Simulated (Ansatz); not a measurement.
Functionals compared on SiH3 on the 1x1 (10-10) surface of wurtzite AlN (cut with top plane Al + N), one in a 2x1 cell, started at the site 'hollow Al', in Ansatz (plane waves, PAW). The structure was relaxed with PBE; the other rows are single points on it, each with its references at the same level. Cutoff 420 eV (500 eV for r2SCAN). The points keep PBE's geometry, so the relaxation of a polaron and the settling of charge on one site are left out.

Host crystal: wurtzite AlN, with a band gap (PBE, scalar-relativistic without spin-orbit coupling).

Model: 36-atom slab, 8.9 Å thick at the start under the adsorbate (thin: gaps and levels are the slab's own), 3x4x1 mesh, Fermi-Dirac 0.01 eV, dipole correction, 16 atoms held, the rest relaxed; no symmetry held; spin-polarised, ending with about 0.8 μB a cell; orders that need a larger cell were not tried, no spin-orbit, no U, no dispersion correction. At the end it is bonded to N. In PBE it is, or lies within 0.03 eV of, the lowest of the starts that converged. These notes are the PBE run's. RPBE: The program's check for a lower electronic state was not made. r2SCAN: The program's check for a lower electronic state was not made. Adsorption energies are against SiH4(g) − ½ H2(g). A negative adsorption energy means that the adsorbate is more stable on the surface than in its reference.

```tsv
functional	adsorption energy (eV)	rough cost of the single point
PBE	-0.18	–
RPBE	?	very roughly 7 core-minutes
r2SCAN	-0.34	around 10 core-minutes (rough)
```

Problem. Complete the blanks.

Solution. 
- RPBE, adsorption energy (eV): 0.05

Ansatz is an electronic-structure program.
